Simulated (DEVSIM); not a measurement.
Structure: Al/Si3N4/p-Si capacitor, at 300 K.

| layer (left to right) | material | thickness (nm) | Na (cm⁻³) |
|---|---|---|---|
| 1 | Si3N4 | 2.30 | - |
| 2 | Si | 18000 | 1e15 |

Metal gate on the left, work function 4.1 eV. Fixed charge at the semiconductor interface -2e11 cm⁻² (in units of +e); no interface traps.

The device is made up for the run: typed textbook-type constants, with dimensions and the other settings drawn at random. Values at 300 K.

| parameter | Si3N4 | Si |
|---|---|---|
| gap (eV) | 5.1 | 1.124 |
| affinity (eV) | 2.1 | 4.05 |
| permittivity | 7.5 | 11.7 |
| Nc (cm⁻³) | - | 2.86e19 |
| Nv (cm⁻³) | - | 3.1e19 |

Simulated with DEVSIM: 1D Poisson equation in equilibrium, Boltzmann statistics, complete ionisation; no quantum confinement or tunnelling. Metal contacts follow the ideal Schottky-Mott rule: no Fermi-level pinning, no interface dipoles.

Task: Tabulate band edges, carrier densities and field at -0.4 V on the gate.

Result: Energies count from the Fermi level of the right contact; mesh points crowd at the junctions.

```
x (μm)    Ec (eV)  Ev (eV)  n (cm⁻³)  p (cm⁻³)  field (V/cm)
--------  -------  -------  --------  --------  ------------
0.000       2.400   -2.700     < 1e2     < 1e2         65000
0.001021    2.407   -2.693     < 1e2     < 1e2         65000
0.001967    2.413   -2.687     < 1e2     < 1e2         65000
0.003204    0.466   -0.658    4.3e11     2.7e8         11000
0.007676    0.471   -0.653    3.6e11     3.3e8         11000
0.01692     0.480   -0.644    2.4e11     4.8e8         10000
0.03796     0.502   -0.622    1.1e11     1.1e9         10000
0.1217      0.581   -0.543     5.0e9    2.3e10          8800
0.2826      0.702   -0.422     4.5e7    2.6e12          6300
0.6805      0.840   -0.284    220000    5.3e14          1200
1.641       0.857   -0.267    120000    1.0e15           ≈ 0
5.194       0.857   -0.267    120000    1.0e15           ≈ 0
11.14       0.857   -0.267    120000    1.0e15           ≈ 0
15.16       0.857   -0.267    120000    1.0e15           ≈ 0
17.11       0.857   -0.267    120000    1.0e15           ≈ 0
17.63       0.857   -0.267    120000    1.0e15           ≈ 0
17.85       0.857   -0.267    120000    1.0e15           ≈ 0
17.94       0.857   -0.267    120000    1.0e15           ≈ 0
17.98       0.857   -0.267    120000    1.0e15           ≈ 0
18.00       0.857   -0.267    120000    1.0e15           ≈ 0
18.00       0.857   -0.267    120000    1.0e15           ≈ 0
18.00       0.857   -0.267    120000    1.0e15           ≈ 0
```
